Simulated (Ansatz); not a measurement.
# H2O on the 1x1 (10-10) surface of wurtzite ZnO (cut with top plane O + Zn), one in a 2x1 cell, started at the site 'top Zn #2'

Host crystal: wurtzite ZnO, with a band gap (PBE, scalar-relativistic without spin-orbit coupling).

Method: PBE (plane waves to 420 eV, PAW; Ansatz, a program for electronic structure).

Slab: 35 atoms, 9.4 Å thick at the start under the adsorbate (thin: gaps and levels are the slab's own); k 3x4x1, smearing 0.01 eV, dipole-corrected; 16 atoms held, the rest relaxed; no symmetry held; no spin, no spin-orbit, no U, no dispersion correction. At the end it is bonded to Zn. In PBE it is, or lies within 0.03 eV of, the lowest of the starts that converged.

```json
{
 "adsorption energy against H2O(g)": "-0.96 eV",
 "change_of_the_step_from_the_bottom_to_the_top_vacuum_level_against_the_clean_slab": "-0.83 eV",
 "energy_released_by_relaxation": "1.94 eV",
 "height of the binding atom over the mean of the host atoms within 0.3 Å of the top one": "1.573 Å",
 "nearest_host_atoms_of_the_binding_atom": "Zn at 2.08 Å, O at 2.53 Å, O at 3.04 Å",
 "largest_move_of_a_host_atom": "0.36 Å",
 "note": "in the relaxation the adsorbate left its starting site by 2.1 Å",
 "cost": "roughly 40 core-minutes"
}
```

A negative adsorption energy means that the adsorbate is more stable on the surface than in its reference.
